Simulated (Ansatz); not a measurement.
# BaTiO3: point defects

Consider a 10-atom supercell of BaTiO3 (space group P4mm, No. 99; a = 3.9851 Å, c = 4.2043 Å) at its relaxed geometry.

One neutral defect a cell, atoms relaxed at fixed cell.

Level of theory: PBE, PAW, 420 eV (Ansatz, a quantum-chemistry and plane-wave program; no spin-orbit coupling), earlier PAW set.

```csv
variant,pressure,largest displacement of a host atom from its site in the perfect cell,energy gained by relaxation
perfect supercell,0.0 GPa,–,–
"In on a Ti site, symmetric start",11.1 GPa,0.28 Å,1.58 eV
Cd on a Ti site,10.8 GPa,0.35 Å,–
"C on a O site, symmetric start",2.2 GPa,0.27 Å,0.52 eV
"O on a Ti site (antisite), symmetric start",10.1 GPa,0.36 Å,2.16 eV
```

Other magnetic orders, which the real material may have, were not ruled out. The cell is small, so the values are those of an ordered compound at a high defect concentration; dilute-limit values will differ. The mesh was chosen for an insulator and is coarse for the gapless case. Defects with a symmetric start kept the site's symmetry and may sit on a saddle; the others started slightly shaken. Starting moments died away, wholly or in part, for Cd on a Ti site and O on a Ti site (antisite); another magnetic solution may exist. No Hubbard U is applied, and correlation can decide whether such a compound is a metal. Spin-polarised in the final run: In on a Ti site, Cd on a Ti site, C on a O site and O on a Ti site (antisite); the other runs are not.
